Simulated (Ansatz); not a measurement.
# Pressure series in GaAs

The reference is GaAs in the zinc blende structure (space group F-43m, No. 216; a = 5.746 Å).

Cell and atoms are relaxed at each pressure.

The values are results of PBE/PAW in Ansatz (a program for electronic structure), without spin-orbit coupling, earlier PAW set, not measurements.

```tsv
case	band gap	gap character	volume per atom
base	0.16 eV	direct at Γ	23.71 Å³
pressure −2 GPa	zero	–	24.59 Å³
pressure −1 GPa	zero	–	24.13 Å³
pressure 0.9 GPa	0.27 eV	direct at Γ	23.37 Å³
pressure 2.1 GPa	0.40 eV	direct at Γ	22.96 Å³
pressure 4.5 GPa	0.63 eV	direct at Γ	22.25 Å³
pressure 9 GPa	1.02 eV	direct at Γ	21.17 Å³
pressure 15 GPa	1.21 eV	indirect, Γ → Γ–X (87 % along)	20.06 Å³
pressure 22.5 GPa	?	indirect, Γ → X	?
pressure 30 GPa	0.97 eV	indirect, Γ → X	18.16 Å³
```

Task: Complete the table.

Result: 
- pressure 22.5 GPa, band gap: 1.08 eV
- pressure 22.5 GPa, volume per atom: 19.00 Å³

A case with no gap was solved on a k-mesh chosen for an insulator, which is coarse for it. Load acts through the strain it causes; cell and atoms are relaxed under it. No phonon test of stability was made. The final runs are not spin-polarised. Measured, GaAs leaves this structure (for a Cmcm phase) near 15 GPa (room temperature; as listed in arXiv:1906.07825). Gaps under 0.05 eV, about the width of the smearing, are given as zero. The zero or small gap of GaAs can change with the level of theory.
